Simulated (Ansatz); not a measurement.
**Fermi-surface data of V under load (space group I4/mmm)**

Given:

```xyz
1
Lattice="-1.4572 1.4572 1.4794 1.4572 -1.4572 1.4794 1.4572 1.4572 -1.4794" Properties=species:S:1:pos:R:3 pbc="T T T"
V      0.0000     0.0000     0.0000
```

The numbers are results of PBEsol, rigid bands (plane waves, PAW, scalar-relativistic; Ansatz, a program for electronic structure), not measurements. Condition of this run: biaxial strain xx = yy = -1.5 %, z clamped. Geometry: cell and atoms relaxed with PBEsol, then loaded as said.

```json
{
 "density of states at the Fermi level": "1.65 states/(eV·cell), both spins",
 "bare Sommerfeld coefficient": "3.9 mJ/(mol of atoms·K²)",
 "drude_plasma_energy": "8.7 eV",
 "root-mean-square Fermi velocity": "4.7e5 m/s",
 "resistivity times τ": "6.5 ×10⁻²² Ω·m·s",
 "resistivity_times_mean_free_path": "3.3 ×10⁻¹⁶ Ω·m²"
}
```

A metal at this level (no band gap); rigid bands, thermally averaged at 300 K, both spins. Spin-orbit coupling is left out. τ is one relaxation time for all states; the product of resistivity and mean free path takes one path for all states instead.

Treated as nonmagnetic (a ferromagnetic start lost its moment, other orders weren't tried): V under load (space group I4/mmm).
